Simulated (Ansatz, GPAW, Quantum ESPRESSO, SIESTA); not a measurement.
Code comparison for ZnS (P6_3mc, 8 atoms in the cell)

Self-consistent single point.

```
CELL_PARAMETERS angstrom
      3.80895     0.00000     0.00000
     -1.90447     3.29865     0.00000
      0.00000     0.00000    12.45260
ATOMIC_POSITIONS crystal
  Zn 0.66667 0.33333 0.74993
  Zn 0.33333 0.66667 0.24993
  Zn 0.00000 0.00000 0.50000
  Zn 0.00000 0.00000 0.00000
  S  0.66667 0.33333 0.93773
  S  0.33333 0.66667 0.43773
  S  0.00000 0.00000 0.68734
  S  0.00000 0.00000 0.18734
```

Shared settings, as Ansatz (a program for electronic structure) writes them: kpoints.mp_grid.grid = 6 6 2; scf.occupations.method = fixed. Potentials and cutoffs stand in the table.

| code | model | pressure (GPa) | largest force (eV/Å) | gap on the mesh (eV) | cutoff |
|---|---|---|---|---|---|
| Quantum ESPRESSO | PBE, GBRV 1.5 ultrasoft (PBE) pseudopotentials | 2.10 | 0.014 | 2.182 | 50 Ry |
| SIESTA | GGA PBE, numerical atomic orbitals DZP, PseudoDojo PBE standard norm-conserving potentials (rewritten from UPF to PSML) | 0.79 | 0.025 | 2.595 | grid 350 Ry |
| Ansatz | PBE, default PAW files | 2.24 | 0.014 | 2.186 | 420 eV |
| GPAW | PBE, GPAW PAW datasets PBE (gpaw-data 1.0.1) | 2.37 | 0.015 | 2.179 | 800 eV |

Gaps are read on the mesh.

The spread over the programs that give each value: pressure within 1.58 GPa; largest force within 0.011 eV/Å; gap on the mesh within 0.416 eV.

SIESTA uses small atom-centred bases, whose incompleteness enters pressures, forces and empty levels differently from a plane-wave cutoff. Ansatz's pressure is given at a fixed set of plane waves, as the other plane-wave codes print theirs; with its correction for the finite basis it is 2.31 GPa. In the pressure, SIESTA (by 1.45) lies more than 1 GPa from the median of the plane-wave programs. In the gap, SIESTA (by 0.414) lies more than 0.12 eV from the median of the plane-wave programs.

On the base mesh (7 7 2) the same programs gave: Ansatz pressure 2.23 GPa, gap on the mesh 2.186 eV; Quantum ESPRESSO pressure 2.10 GPa, gap on the mesh 2.182 eV; GPAW pressure 2.37 GPa, gap on the mesh 2.179 eV; SIESTA pressure 0.78 GPa, gap on the mesh 2.596 eV.

The starting cell comes from a database of computed structures (which also holds hypothetical and non-ambient phases and stackings), without a prior relaxation at this level.

Left out of this page: CP2K (on another mesh).

Keys are those of Ansatz 0.2.
